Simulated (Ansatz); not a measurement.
The reference is InHO$_{2}$ (space group Pnnm, No. 58; a = 4.521 Å, b = 5.282 Å, c = 3.287 Å; a cell from a computed database, its experimental status unchecked). Axes: x, y, z lie along a, b, c of the conventional cell.

Perturbation: biaxial strain −2.91 %, plane normal [001], relaxed out of plane (Cartesian); in-plane vectors clamped, the third vector and the atoms free.

Levels (all Ansatz, an electronic-structure program, PAW): PBEsol (420 eV, spin-orbit coupling left out); r2SCAN (500 eV, scalar-relativistic without spin-orbit coupling); HSE06 (420 eV, no spin-orbit coupling).

One geometry, relaxed with PBEsol, under each level:

```csv
level,band gap,lowest conduction level above the VBM at special points,pressure
PBEsol,2.13 eV,Γ 2.13 eV; X 4.93 eV; Y 5.09 eV; S 6.03 eV,6.02 GPa
r2SCAN,?,?,?
HSE06,3.81 eV,Γ 3.81 eV; X 6.74 eV; Y 6.87 eV,–
```

Q: Give the withheld r2SCAN results.

A: 
- r2SCAN, band gap: 2.80 eV
- r2SCAN, lowest conduction level above the VBM at special points: Γ 2.80 eV; X 5.66 eV; Y 5.77 eV; S 6.79 eV
- r2SCAN, pressure: 5.73 GPa

Single points use the geometry relaxed with PBEsol. Their cutoffs differ, which shifts pressures a little. HSE06 was sampled on its mesh, a few special points and the semilocal edge points, so its gap is an upper bound. Stability against distortions was not tested.
